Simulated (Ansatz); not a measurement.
# Effect of pressure 4.5 GPa on HgS

Consider HgS in the zinc blende structure (space group F-43m, No. 216; a = 5.992 Å).

The change: cell and atoms relaxed at a pressure of 4.5 GPa.

Method: PBE (Ansatz, a quantum-chemistry and plane-wave program; PAW; 420 eV plane waves; no spin-orbit coupling). Γ-centred 10×10×10 mesh, Fermi–Dirac width 0.05 eV.

| quantity | base | changed | shift |
|---|---|---|---|
| volume per atom | 26.89 Å³ | 24.96 Å³ | -1.93 Å³ |
| lattice parameter a | 5.992 Å | 5.845 Å | -0.147 Å |
| shortest interatomic distance | 2.594 Å | 2.531 Å | -0.0636 Å |
| enthalpy H = E + PV relative to the base's energy | – | +0.73 eV/atom | – |
| band gap | zero | zero | – |

Cost of the whole job for the changed cell (relaxation, final SCF and bands): roughly 7 core-seconds.

A case with no gap was solved on a k-mesh chosen for an insulator, which is coarse for it. With Hg present, leaving out spin-orbit coupling can change the band edges. Load acts through the strain it causes; cell and atoms are relaxed under it. No phonon test of stability was made. Tetrahedral semiconductors of this kind turn to denser phases somewhere between about 1 and 50 GPa; those were not computed, so compressed cells here can lie past the real transition. The final runs are not spin-polarised. The zero or small gap of HgS can change with the level of theory.
